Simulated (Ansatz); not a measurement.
Electronic density of states of hydrogenated amorphous carbon (C60H8), density 1.86 g/cm³, on a 2×2×2 Γ-centred mesh with a Gaussian width of 0.1 eV; energies count from the Fermi level. Cell and mesh are small, so fine structure isn't converged. Method: PBE, scalar-relativistic without spin-orbit coupling (plane waves to 420 eV, PAW; Ansatz, a quantum-chemistry and plane-wave program). Sampling: a 2×2×2 Γ-centred mesh; Fermi-Dirac width 0.05 eV; no spin polarisation. The levels at the Fermi energy are partly filled. A closed spacing in one fast-quenched cell at PBE doesn't show the material to be a metal.

Preparation: random packing, a CHGNet melt and quench, and a DFT relaxation. The hot cell started wider than the set density and was brought back towards it in steps. It is the lowest in DFT energy of 2 quenches. It is a model cell: composition and starting density were chosen by hand, and all elements were melted together. No dispersion term was used. A short ab initio anneal came between quench and relaxation. Its density started from a set value of 1.86 and ended at 1.86 g/cm³. Cooling (nominally 320 K/ps over its main leg) ran many orders faster than in experiment, which tends to leave more defects and strain. One small periodic cell is one sample of the glass; other quenches scatter about these values. The volume was held where the preparation left it, at a PBE pressure of 5.1 GPa. Stress components on the final sampling reach 9.9 GPa. On a 2×2×2 Γ-centred mesh force components of up to 0.34 eV/Å stay, since the relaxation ran on one k-point at (1/4, 1/4, 1/4).

(E - EF (eV), states/(eV atom)): (-12.00, 0.10); (-11.90, 0.13); (-11.80, 0.18); (-11.70, 0.18); (-11.60, 0.17); (-11.50, 0.14); (-11.40, 0.14); (-11.30, 0.17); (-11.20, 0.19); (-11.10, 0.19); (-11.00, 0.16); (-10.90, 0.17); (-10.80, 0.11); (-10.70, 0.11); (-10.60, 0.17); (-10.50, 0.18); (-10.40, 0.20); (-10.30, 0.18); (-10.20, 0.17); (-10.10, 0.19); (-10.00, 0.14); (-9.90, 0.09); (-9.80, 0.13); (-9.70, 0.18); (-9.60, 0.17); (-9.50, 0.20); (-9.40, 0.18); (-9.30, 0.15); (-9.20, 0.19); (-9.10, 0.22); (-9.00, 0.18); (-8.90, 0.14); (-8.80, 0.13); (-8.70, 0.16); (-8.60, 0.15); (-8.50, 0.24); (-8.40, 0.25); (-8.30, 0.21); (-8.20, 0.20); (-8.10, 0.22); (-8.00, 0.24); (-7.90, 0.26); (-7.80, 0.19); (-7.70, 0.22); (-7.60, 0.32); (-7.50, 0.31); (-7.40, 0.26); (-7.30, 0.30); (-7.20, 0.33); (-7.10, 0.33); (-7.00, 0.32); (-6.90, 0.35); (-6.80, 0.32); (-6.70, 0.31); (-6.60, 0.31); (-6.50, 0.30); (-6.40, 0.33); (-6.30, 0.33); (-6.20, 0.35); (-6.10, 0.32); (-6.00, 0.36); (-5.90, 0.41); (-5.80, 0.35); (-5.70, 0.36); (-5.60, 0.39); (-5.50, 0.39); (-5.40, 0.36); (-5.30, 0.33); (-5.20, 0.32); (-5.10, 0.34); (-5.00, 0.34); (-4.90, 0.32); (-4.80, 0.28); (-4.70, 0.32); (-4.60, 0.36); (-4.50, 0.33); (-4.40, 0.28); (-4.30, 0.32); (-4.20, 0.37); (-4.10, 0.41); (-4.00, 0.41); (-3.90, 0.31); (-3.80, 0.28); (-3.70, 0.30); (-3.60, 0.29); (-3.50, 0.25); (-3.40, 0.21); (-3.30, 0.19); (-3.20, 0.15); (-3.10, 0.12); (-3.00, 0.17); (-2.90, 0.14); (-2.80, 0.13); (-2.70, 0.17); (-2.60, 0.16); (-2.50, 0.14); (-2.40, 0.12); (-2.30, 0.10); (-2.20, 0.13); (-2.10, 0.16); (-2.00, 0.15); (-1.90, 0.15); (-1.80, 0.18); (-1.70, 0.18); (-1.60, 0.16); (-1.50, 0.16); (-1.40, 0.15); (-1.30, 0.15); (-1.20, 0.13); (-1.10, 0.15); (-1.00, 0.15); (-0.90, 0.14); (-0.80, 0.12); (-0.70, 0.15); (-0.60, 0.14); (-0.50, 0.11); (-0.40, 0.12); (-0.30, 0.12); (-0.20, 0.10); (-0.10, 0.12); (0.00, 0.15); (0.10, 0.12); (0.20, 0.06); (0.30, 0.09); (0.40, 0.11); (0.50, 0.10); (0.60, 0.09); (0.70, 0.10); (0.80, 0.14); (0.90, 0.11); (1.00, 0.07); (1.10, 0.05); (1.20, 0.08); (1.30, 0.11); (1.40, 0.12); (1.50, 0.08); (1.60, 0.07); (1.70, 0.12); (1.80, 0.12); (1.90, 0.12); (2.00, 0.13); (2.10, 0.12); (2.20, 0.09); (2.30, 0.10); (2.40, 0.15); (2.50, 0.15); (2.60, 0.11); (2.70, 0.09); (2.80, 0.08); (2.90, 0.10); (3.00, 0.12); (3.10, 0.12); (3.20, 0.12); (3.30, 0.12); (3.40, 0.11); (3.50, 0.14); (3.60, 0.14); (3.70, 0.11); (3.80, 0.09); (3.90, 0.14); (4.00, 0.16); (4.10, 0.16); (4.20, 0.18); (4.30, 0.19); (4.40, 0.15); (4.50, 0.18); (4.60, 0.18); (4.70, 0.16); (4.80, 0.15); (4.90, 0.14); (5.00, 0.18); (5.10, 0.20)
